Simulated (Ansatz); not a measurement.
The parent structure is BiB in the zinc blende structure (space group F-43m, No. 216; a = 5.456 Å; a hypothetical phase, not in the database extracts checked). Axes: x, y, z lie along the cube axes.

Modification: uniaxial stress, 3 GPa compression along x, with the cell and atoms free to relax against it.

Levels (all Ansatz, a program for electronic structure, PAW): PBEsol (420 eV, no spin-orbit coupling); r2SCAN (500 eV, no spin-orbit coupling); HSE06 (420 eV, no SOC).

One geometry, relaxed with PBEsol, under each level:

```json
[
 {"level": "PBEsol", "band gap": "0.21 eV", "lowest conduction level above the VBM at special points": "N 0.30 eV; Γ 0.35 eV; M 0.41 eV; X 0.72 eV", "electron mass": "1.1 mₑ along k, 0.21 mₑ across (off the special points)", "hole mass": "–", "pressure": "10.0 kbar"},
 {"level": "r2SCAN", "band gap": "0.39 eV", "lowest conduction level above the VBM at special points": "N 0.43 eV; Γ 0.44 eV; M 0.59 eV; X 0.92 eV", "electron mass": "1.0 mₑ along k, 0.20 mₑ across (off the special points)", "hole mass": "0.030 mₑ along x, 0.19 mₑ across (at Γ)", "pressure": "26.7 kbar"},
 {"level": "HSE06", "band gap": "0.70 eV", "lowest conduction level above the VBM at special points": "N 0.85 eV; Γ 0.96 eV; M 0.90 eV", "electron mass": "–", "hole mass": "–", "pressure": "–"}
]
```

Single points use the geometry relaxed with PBEsol. Their cutoffs differ, which shifts pressures a little. The hybrid gap comes from the SCF mesh plus the semilocal run's edge points and a few special points and is an upper bound. With Bi present, leaving out spin-orbit coupling can change the band edges. Load acts through the strain it causes; cell and atoms are relaxed under it. Masses are band curvatures over ±0.01 Å⁻¹ around the edge. Along k means along the line from Γ to the band edge. Beyond what the load breaks, stability against distortions was not tested. The zero or small gap of BiB under uniaxial stress, 3 GPa compression along x can change with the level of theory. k-point labels follow each cell's own Brillouin zone.
